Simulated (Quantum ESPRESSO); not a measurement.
**Short convergence ladders for a (001) slab of MgI2 (cut from a parent of space group no. 164; 3 atoms in the cell)**

```
CELL_PARAMETERS angstrom
      4.17075     0.00000     0.00000
     -2.08537     3.61198     0.00000
      0.00000     0.00000    17.33681
ATOMIC_POSITIONS crystal
  Mg 0.00000 0.00000 0.50000
  I  0.33333 0.66667 0.59623
  I  0.66667 0.33333 0.40376
```

Base method: PBE, PseudoDojo standard norm-conserving (PBE) pseudopotentials (plane waves; Quantum ESPRESSO).

Base settings: ecutwfc = 85 Ry; occupations = smearing; smearing = fd; degauss = 0.000734986 Ry; potentials = {Mg: Mg.upf, I: I.upf}; K_POINTS = automatic 3 3 1 0 0 0; conv_thr = 1e-08 Ry; mixing_beta = 0.4.

The count of work is k-points × plane waves × bands × iterations; it is no time. 

**The vacuum**

The mesh stays at the base's, so the ladder's end is converged at best in this setting alone.

Only quantities that move along the ladder and can be compared are tabulated; the gap is left out on so coarse a mesh.

```tsv
vacuum between outermost atoms (Å)	free energy less the last step's (meV/atom)	largest difference of a force vector from the last step's (eV/Å)	count of work / last
3.0	-1.12	0.280	0.17
4.0	-5.62	0.015	0.22
5.0	1.72	0.007	0.25
6.0	1.83	0.004	0.28
7.0	0.84	0.002	0.31
8.0	0.35	0.001	0.34
10.0	-0.07	0.000	0.40
12.0	-0.09	0.000	0.46
14.0	-0.09	0.000	0.52
20.0	-0.09	0.000	0.70
30.0	0.00	0.000	1.0
```

Smallest vacuum between outermost atoms (Å) that holds the free energy within 5 meV/atom of the last step, with all finer ones: 5.0, at 0.25 of the last step's count of work; the step before is off by 5.6 meV/atom.

Smallest vacuum between outermost atoms (Å) that holds the forces within 0.005 eV/Å of the last step, with all finer ones: 6.0, at 0.28 of the last step's count of work; the step before is off by 0.007 eV/Å.

**The k-point mesh**

Only quantities that move along the ladder and can be compared are tabulated.

```tsv
K_POINTS	free energy less the last step's (meV/atom)	largest difference of a force vector from the last step's (eV/Å)	count of work / last
automatic 2 2 1 0 0 0	296.01	0.194	0.061
automatic 3 3 1 0 0 0	44.12	0.030	0.091
automatic 4 4 1 0 0 0	7.76	0.008	0.12
automatic 5 5 1 0 0 0	1.58	0.002	0.15
automatic 6 6 1 0 0 0	0.35	0.001	0.21
automatic 7 7 1 0 0 0	0.08	0.000	0.24
automatic 8 8 1 0 0 0	0.02	0.000	0.30
automatic 9 9 1 0 0 0	0.01	0.000	0.36
automatic 11 11 1 0 0 0	0.00	0.000	0.48
automatic 12 12 1 0 0 0	0.00	0.000	0.58
automatic 15 15 1 0 0 0	0.00	0.000	0.82
automatic 17 17 1 0 0 0	0.00	0.000	1.0
```

Coarsest K_POINTS that holds the free energy within 5 meV/atom of the last step, with all finer ones: automatic 5 5 1 0 0 0, at 0.15 of the last step's count of work; the step before is off by 7.8 meV/atom.

Coarsest K_POINTS that holds the forces within 0.005 eV/Å of the last step, with all finer ones: automatic 5 5 1 0 0 0, at 0.15 of the last step's count of work; the step before is off by 0.008 eV/Å.

**The plane-wave cutoff**

The mesh stays at the base's, so the ladder's end is converged at best in this setting alone.

Only quantities that move along the ladder and can be compared are tabulated; the gap is left out on so coarse a mesh.

| ecutwfc | free energy less the last step's (meV/atom) | largest difference of a force vector from the last step's (eV/Å) | count of work / last |
|---|---|---|---|
| 42 Ry | 4091.60 | 0.045 | 0.12 |
| 51 Ry | 1031.64 | 0.020 | 0.16 |
| 59 Ry | 225.77 | 0.014 | 0.21 |
| 72 Ry | 8.49 | 0.001 | 0.28 |
| 85 Ry | 0.50 | 0.001 | 0.35 |
| 102 Ry | 0.24 | 0.000 | 0.46 |
| 128 Ry | 0.09 | 0.000 | 0.65 |
| 170 Ry | 0.00 | 0.000 | 1.0 |

Coarsest ecutwfc that holds the forces within 0.005 eV/Å of the last step, with all finer ones: 72 Ry, at 0.28 of the last step's count of work; the step before is off by 0.014 eV/Å.

Coarsest ecutwfc that holds the free energy within 2 meV/atom of the last step, with all finer ones: 85 Ry, at 0.35 of the last step's count of work; the step before is off by 8.5 meV/atom.

On the base run: the starting cell has typed, rounded lattice constants, without a prior relaxation at this level. The slab is cut from that crystal, and its faces are unrelaxed. Its lattice was rescaled by up to half a per cent. Spin polarisation is off, though cut faces can carry moments; a gap of a slab can lie between surface states.
